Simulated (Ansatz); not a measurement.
An ideal cubic perovskite cell is held by its symmetry; such compounds can tilt or shift off centre at room temperature. The starting structures come from a database of crystals and need not be the phases stable at ambient conditions.

 Where the default PAW files enter, the runs use the earlier of Ansatz's two default sets.

The decay constant κ of evanescent states in the gap governs leakage through a thin film.

```
CELL_PARAMETERS angstrom
      5.83901     0.00000     0.00000
      0.00000     8.25761     0.00000
      0.00000     4.12880     4.12880
ATOMIC_POSITIONS crystal
  Cs 0.00000 0.00000 0.00000
  Sn 0.50000 0.50000 0.00000
  Br 0.50000 0.50000 0.50000
  Br 0.50000 0.00000 0.50000
  Br 0.00000 0.50000 0.00000
```

Space group of this cell: Pm-3m, cubic perovskite. The cell is taken as given; by LDA its mean pressure is -1.9 GPa.

Transport runs along the normal of the first two printed cell vectors, the (110) plane of the conventional cell.

The gap is the functional's own. No spin-orbit coupling. Mid-gap values are interpolated on the energy grid.

### Question
Compute, with LDA (Ansatz, a program for electronic structure), the band gap and the smallest decay constant κ at mid-gap.

### Answer
Gap 0.44 eV on a 8×8×8 mesh; κ = 0.036 1/Å, at (0.500, 0.000) of the in-plane reciprocal vectors. At the zone centre, at the nearest computed energy, the slowest state has κ = 0.13 1/Å.
